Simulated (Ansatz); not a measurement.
An ideal cubic perovskite cell is held by its symmetry; such compounds can tilt or shift off centre at room temperature. The starting structures come from a database of crystals and need not be the phases stable at ambient conditions.

Input:

```
PbZrO3
1.0
    4.20893     0.00000     0.00000
    0.00000     5.95233     0.00000
    0.00000     2.97616     2.97616
Zr Pb O
1 1 3
Direct
  0.00000   0.00000   0.00000
  0.50000   0.50000   0.00000
  0.00000   0.50000   0.50000
  0.00000   0.00000   0.50000
  0.50000   0.00000   0.00000
```

Space group of this cell: Pm-3m, cubic perovskite. The cell is taken as given; by r2SCAN its mean pressure is -5.6 GPa.

The numbers are results of r2SCAN (plane waves, PAW; Ansatz, a first-principles code), not measurements.

The current runs along the normal of the first two printed vectors; no spin-orbit coupling. Scaled by the factor s: the length along the current (ions clamped). The meshes follow the cell: 8×10×10 and 8×6 across at s = 0.97, 10×10×10 and 8×6 across at s = 1.00, 8×10×10 and 8×6 across at s = 1.03.

```tsv
s	mean pressure (GPa)	slowest mid-gap decay constant κ (1/Å)
0.97	-0.8	0.216
1.00	-5.6	0.226
1.03	-9.6	?
```

### Question
Take the slope of the slowest mid-gap decay constant κ against ln s from the two given rows, extrapolate to s = 1.03, and say what the run there gives.

### Answer
Slope = (0.216 − 0.226) / ln 0.97 = 0.328 1/Å. The line gives 0.226 + (0.328) × ln 1.03 = 0.236 1/Å. The run gives 0.233 1/Å, 0.003 1/Å under the line, 28 % of the predicted step.
